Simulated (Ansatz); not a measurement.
Consider BN in the zinc blende structure (space group F-43m, No. 216; a = 3.610 Å). Axes: x, y, z lie along the cube axes.

Structures relaxed with DFT with r2SCAN, PAW potentials and a 500 eV plane-wave cutoff in Ansatz (an electronic-structure program), no spin-orbit coupling.

Base:

Simulated powder pattern, Mo Kα, λ = 0.71073 Å (kinematic, ideal powder, no thermal factors, no anomalous dispersion; the 8 strongest lines at most, above 2 %, up to 2θ = 40°):

| 2θ (°) | I/Imax (%) | hkl |
|---|---|---|
| 19.64 | 100 | (111) |
| 22.71 | 5.0 | (200) |
| 32.34 | 43 | (220) |
| 38.11 | 24 | (311) |

After one change:

Simulated powder pattern, Mo Kα, λ = 0.71073 Å (kinematic, ideal powder, no thermal factors, no anomalous dispersion; the 8 strongest lines at most, above 2 %, up to 2θ = 40°):

| 2θ (°) | I/Imax (%) |
|---|---|
| 19.80 | 100 |
| 23.06 | 3.2 |
| 32.49 | 29 |
| 32.84 | 14 |
| 38.02 | 8.3 |
| 38.64 | 16 |

Question: Which of these changes matches the shifts?
A. biaxial strain −3.00 %, plane normal [001], relaxed out of plane
B. biaxial strain −0.50 %, plane normal [001], relaxed out of plane
C. biaxial strain −2.00 %, plane normal [001], relaxed out of plane
D. biaxial strain −1.50 %, plane normal [001], relaxed out of plane

Answer: D, biaxial strain −1.50 %, plane normal [001], relaxed out of plane. Its volume per atom is 5.74 Å³ against 5.88 Å³, and its space group is I-4m2 (No. 119).

No phonon test of stability was made.
